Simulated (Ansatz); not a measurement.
Cu: energy against volume

Cu (fcc, Fm-3m, 10.888 Å³/atom and stress up to 0.01 GPa in the relaxed cell, cube axes along x, y and z) under an equal strain ε along all three axes. LDA in Ansatz, a plane-wave DFT program (PAW, default set), 420 eV, 32×32×32 Γ-centred mesh, Fermi-Dirac smearing 0.10 eV. Against the start cell, which lies near the measured one, the relaxed cell differs by -7.4 % in volume; the values below rest on it.

Here V stands for volume and E for E less E0.

| volume (Å³/atom) | E less E0 (meV/atom) | pressure (GPa) |
|---|---|---|
| 10.2480 | 24.84 | 13.30 |
| 10.4057 | 13.66 | 9.58 |
| 10.5650 | 5.91 | 6.14 |
| 10.7259 | 1.43 | 2.95 |
| 10.8884 | 0.00 | 0.00 |
| 11.0525 | 1.46 | -2.72 |
| 11.2183 | 5.65 | -5.23 |
| 11.3857 | 12.39 | -7.55 |
| 11.5548 | 21.55 | -9.67 |
| 11.8980 | ? | ? |

Taking the third-order Birch-Murnaghan form, a cubic in V^(-2/3) for E over the 9 complete rows: With u = V^(-2/3) - 0.204, the rows have u = 0.007953, 0.005807, 0.003692, 0.001610, -0.000441, -0.002461, -0.004451, -0.006412, -0.008345. Least squares gives E = 0.059 + 284.24·u + 349536·u² + 821848·u³. Residuals (row less fit): -0.001, 0.003, -0.004, 0.004, -0.002, -0.004, 0.004, -0.001, -0.001; standard error 0.004 (degrees of freedom: 5). Its minimum lies at u = -0.000407, so V0 = (0.203593)^(-3/2) = 10.89. There d²E/du² = 697100 and d³E/du³ = 4931000, so B0 = (4/9) × 10.89^(-7/3) × 697100 × 0.160218 = 189 GPa (the last factor turns the table's units into GPa), and B0' = 4 + (2/3) × 0.203593 × (4931000)/697100 = 5.0. B0' rests on the cubic coefficient alone and has a standard error of 0.1 from these residuals.

What does the fit predict for E at V = 11.8980, and how far is the calculated value from it?

u = -0.012125, so E = 0.059 + 284.24 × (-0.012125) + 349536 × (-0.012125)² + 821848 × (-0.012125)³ = 46.535 meV/atom. The calculation gives 46.51 meV/atom, 0.025 meV/atom below the prediction (0.1 % of the range of E in the table). The row lies outside the fitted rows, so this is an extrapolation. The scatter of the fitted rows lies at the last printed digit.

In a metal these values are sensitive to mesh and smearing; energies are taken to zero smearing, stresses follow the free energy. Other structures, which can take over under pressure, weren't tried. The same form fitted to the pressure column gives B0' = 5.0; series where the two differ by over 0.4 aren't shown. Rows are the converged runs of the series near zero and its far end, less any whose ions stayed unrelaxed beside relaxed ones; series whose fitted rows scatter by over a few per cent of the range, as at a crossing or softening among them, aren't shown in this form.
